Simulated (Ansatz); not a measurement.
Ru on the 1x1 (10-10) surface of wurtzite AlN (cut with top plane Al + N), one in a 2x1 cell, energies for each (31.4 Å²). Energies are against an atom of hcp Ru, without zero-point or thermal terms; each row is named by its start (#2, #3: further inequivalent places of a kind).

Host crystal: wurtzite AlN, with a band gap (PBE, scalar-relativistic without spin-orbit coupling).

Method: PBE (plane waves to 420 eV, PAW; Ansatz, a program for electronic structure).

Model: 33-atom slab, 8.9 Å thick at the start under the adsorbate (thin: gaps and levels are the slab's own), 3x4x1 mesh, Fermi-Dirac 0.01 eV, dipole correction, 16 atoms held, the rest relaxed; each run with such symmetry as its start has; spin-polarised, no spin-orbit, no U, no dispersion correction.

A negative adsorption energy means that the adsorbate is more stable on the surface than in its reference. Starts that drift may end in the same place. Heights count from the host atoms within 0.3 Å of the top one.

```tsv
starting site	E_ads (eV)	height (Å)	nearest host atom (Å)	bonded to	change of the vacuum step (eV)	lateral drift (Å)	moment (μB)
top N	4.07	1.94	N 1.97	Al + N	-0.73	0.4	2.0
top Al	4.07	1.94	N 1.97	Al + N	-0.73	1.3	2.0
top Al #2	3.46	1.43	N 2.09	3 Al + 2 N	-0.31	1.0	0.0
hollow Al-Al-N-N	3.63	1.49	N 2.15	3 Al + 2 N	-0.31	0.5	2.0
hollow beside Al	3.69	1.61	N 1.95	3 Al + N	-0.73	0.8	2.0
bridge Al-Al-Al-N (span 3.1 Å)	3.63	1.49	N 2.16	3 Al + 2 N	-0.31	0.5	2.0
```
